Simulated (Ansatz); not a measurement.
Amorphous In24O38Si, 63 atoms at 6.30 g/cm³, one PBE-relaxed geometry, zone centre. Methods: PBE, scalar-relativistic without spin-orbit coupling (Ansatz, a first-principles code); r2SCAN, scalar-relativistic without spin-orbit coupling (Ansatz); HSE06, scalar-relativistic without spin-orbit coupling (Ansatz). Plane waves to 420 eV (r2SCAN 500 eV); exact exchange is cut at the cell's faces. At PBE the levels at the filled edge of the gap are localised (band-tail or defect states). All rungs ran without spin polarisation.

It comes from a melt-quench run on a machine-learned potential (CHGNet), relaxed afterwards by DFT. O atoms were pushed apart under 1.9 Å during the dynamics, to hinder bonds among them. The hot cell started wider than the set density and was brought back towards it in steps. It is the lowest in DFT energy of 2 quenches. It is a model cell: composition and starting density were chosen by hand, and all elements were melted together. No dispersion term was used. Its density started from a set value of 6.30 and ended at 6.30 g/cm³. The simulated quench (nominally 220 K/ps over its main leg) is rapid and tends to freeze in more defects than a deposited or slowly cooled glass has. One small periodic cell is one sample of the glass; other quenches scatter about these values. The volume was held where the preparation left it, at a PBE pressure of -0.9 GPa (tension). Stress components on the final sampling reach 3.2 GPa.

The relaxation ran on the zone centre alone. At PBE the level gap is 0.53 eV on a 2×2×2 Γ-centred mesh, and the spacing at the zone centre alone 0.55 eV.

Task: What zone-centre spacing does r2SCAN give, roughly?

Result: 0.97 eV (+0.42 eV against PBE).

Task: What zone-centre spacing does HSE06 give, roughly?

Result: 1.95 eV (+1.40 eV against PBE).

The highest filled and the lowest empty state spread over these numbers of atoms (participation numbers): PBE: 4.6 and 59.6; r2SCAN: 4.0 and 58.9; HSE06: 7.4 and 58.3.
